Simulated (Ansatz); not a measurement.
Start from LiNbO3 (space group R3c, No. 161).

```xyz
10
Lattice="2.5949 1.4982 4.6715 -2.5949 1.4982 4.6715 0.0000 -2.9964 4.6715" Properties=species:S:1:pos:R:3 pbc="T T T"
Li     0.0000     0.0000     3.9344
Li     0.0000     0.0000    10.9417
Nb     0.0000     0.0000    14.0075
Nb     0.0000     0.0000     7.0003
O     -0.6422    -1.4587     5.5444
O      1.5844     0.1732     5.5444
O     -0.9421     1.2855     5.5444
O     -1.6528    -0.2127     7.8802
O      0.6422     1.5377     7.8802
O      1.0106    -1.3250     7.8802
```

Cartesian axes are those of the cell as printed.

All numbers come from DFT with PBE, PAW potentials and a 420 eV plane-wave cutoff in Ansatz (a first-principles code), spin-orbit coupling left out.

Perturbation: every lattice vector is stretched by 1.50 %, atoms relaxed at fixed cell.

**Question.** Predict the stress tensor and what it implies for the stiffness.

**Answer.** Stress of the strained cell less that of the base (GPa, compression positive):
```
  -3.80    0.00    0.00
   0.00   -3.80    0.00
   0.00    0.00   -4.32
```

Then B = −ΔP/(ΔV/V₀) with ΔV/V₀ = 0.0457 gives secant stiffness values (nonlinear terms included at this strain): B (at held cell shape, above the free-shape value) ≈ 87 GPa.

As a check, the harmonic strain energy −½ V₀ Δσ:ε is 6.1 meV/atom; the computed energy rise is 6.5 meV/atom.

No phonon test of stability was made.
